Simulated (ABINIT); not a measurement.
Band structure of Si (Fd-3m, 2 atoms in the cell).

```
CELL_PARAMETERS angstrom
      0.00000     2.72185     2.72185
      2.72185     0.00000     2.72185
      2.72185     2.72185     0.00000
ATOMIC_POSITIONS crystal
  Si 0.25000 0.25000 0.25000
  Si 0.00000 0.00000 0.00000
```

Method of the run: PBE, norm-conserving pseudopotentials (PseudoDojo nc-sr-05 PBE standard) (plane waves; ABINIT 10.0.3).

Settings: pseudos = [Si.upf]; ecut = 36 Ry; ixc = 11; occopt = 3; tsmear = 0.00183747 Ha; ngkpt = 8 8 8; nshiftk = 1; shiftk = 0 0 0; potentials = PseudoDojo nc-sr-05 PBE standard; kptopt = 1; nstep = 60; tolvrs1 = 1e-11; ndtset = 2.

The starting cell comes from a database of computed structures (which also holds hypothetical and non-ambient phases and stackings), without a prior relaxation at this level.

Q: Predict the gap along the standard path and the places of the band edges.

A: The gap along the path is 0.58 eV, from Γ to a point between Γ and X; the smallest direct gap on it is 2.55 eV.

Levels in eV from the top of the valence band on the SCF mesh, bands 1 to 8:
```
point       1      2      3      4     5     6      7      8
-----  ------  -----  -----  -----  ----  ----  -----  -----
Γ      -11.91   0.00   0.00   0.00  2.55  2.55   2.55   3.26
X       -7.80  -7.80  -2.84  -2.84  0.72  0.72  10.03  10.03
W       -7.64  -7.64  -3.82  -3.82  4.27  4.27   4.97   4.97
K       -8.21  -7.21  -4.27  -2.41  1.21  4.12   7.43   7.98
L       -9.60  -6.94  -1.19  -1.19  1.50  3.34   3.34   7.72
U       -8.21  -7.21  -4.27  -2.41  1.21  4.12   7.43   7.98
```
